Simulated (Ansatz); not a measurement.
Base system: TiTe2 in the CdI2 type structure (space group P-3m1, No. 164; a = 3.697 Å, c = 6.384 Å; layered, stacked along the Cartesian z axis).

All numbers come from plane-wave PAW DFT at the PBE-D3(BJ) level (Ansatz, an electronic-structure program, 420 eV), spin-orbit coupling left out.

One change was made to it. Results:

The density increases by 4.90 g/cm³, from 6.66 g/cm³ to 11.56 g/cm³; the band gap is still zero; the c/a ratio increases by 0.123 (1.727 → 1.850).

Problem. Which of these changes matches the shifts?
(A) pressure 7 GPa
(B) pressure 100 GPa
(C) pressure 3 GPa

Solution. B, pressure 100 GPa. For comparison, the density in the other runs: pressure 3 GPa gives 7.07 g/cm³; pressure 7 GPa gives 7.49 g/cm³.

Load acts through the strain it causes; cell and atoms are relaxed under it. No phonon test of stability was made. Competing high-pressure phases were not computed. All final runs are without spin polarisation.
